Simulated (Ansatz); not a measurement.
GeSe₂ (I-42d, No. 122, 6 atoms in the cell; start mp-10074), treated with LDA in Ansatz (plane waves, PAW).

Run with plane-wave cutoff 520 eV, 8×8×8 k mesh, Fermi–Dirac smearing 0.01 eV, scalar-relativistic PAW data made under PBE.

Cell (relaxed at this level):

```cif
data_Ge2Se4
_chemical_formula_sum 'Ge2 Se4'
_space_group_name_H-M_alt 'P 1'
_space_group_IT_number 1
_cell_length_a 6.29153
_cell_length_b 6.29153
_cell_length_c 6.29153
_cell_angle_alpha 127.858
_cell_angle_beta 127.858
_cell_angle_gamma 76.855
loop_
_space_group_symop_operation_xyz
  'x, y, z'
loop_
_atom_site_label
_atom_site_type_symbol
_atom_site_fract_x
_atom_site_fract_y
_atom_site_fract_z
_atom_site_occupancy
Ge1 Ge 0.75000 0.25000 0.50000 1
Ge2 Ge 0.00000 0.00000 0.00000 1
Se1 Se 0.61016 0.62500 0.48516 1
Se2 Se 0.37500 0.86016 0.98516 1
Se3 Se 0.13984 0.12500 0.51484 1
Se4 Se 0.87500 0.38984 0.01484 1
```

Task: Estimate the band gap and smallest direct gap on the k points sampled that the calculation returns.

Result: 
* **band gap**: 1.03 eV (indirect)
* **smallest direct gap on the k points sampled**: 1.44 eV

Spin–orbit coupling is not included.

Static lattice: no zero-point or thermal effects.

Computing time: about 50 core-seconds (a rough figure).

A start named mp-… is a Materials Project structure, which need not be a measured phase.

Ansatz is a program for electronic structure.
